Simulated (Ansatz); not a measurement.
Take W in the bcc (W type) structure (space group Im-3m, No. 229; a = 3.169 Å; relaxed with 0.1 eV smearing) as the base. Axes: x, y, z lie along the cube axes.

Computed with Ansatz (a first-principles code), r2SCAN, PAW, cutoff 500 eV, without spin-orbit coupling.

The change: uniaxial strain ε_zz = −3.00 %, all other strain components held at zero; the atoms relax in the strained cell.

### Question
Predict the stress tensor and what it implies for the stiffness.

### Answer
Stress of the strained cell less that of the base (GPa, compression positive):
```
    6.7     0.0     0.0
    0.0     6.7     0.0
    0.0     0.0    18.2
```

Then −Δσ_ii/ε with ε = -0.0300 gives secant stiffness values (nonlinear terms included at this strain): C33 ≈ 607 GPa, C13 ≈ 222 GPa and C23 ≈ 222 GPa.

As a check, the harmonic strain energy −½ V₀ Δσ:ε is 27 meV/atom; the computed energy rise is 26 meV/atom.

Whether these cells are dynamically stable was not tested. All final runs are without spin polarisation.
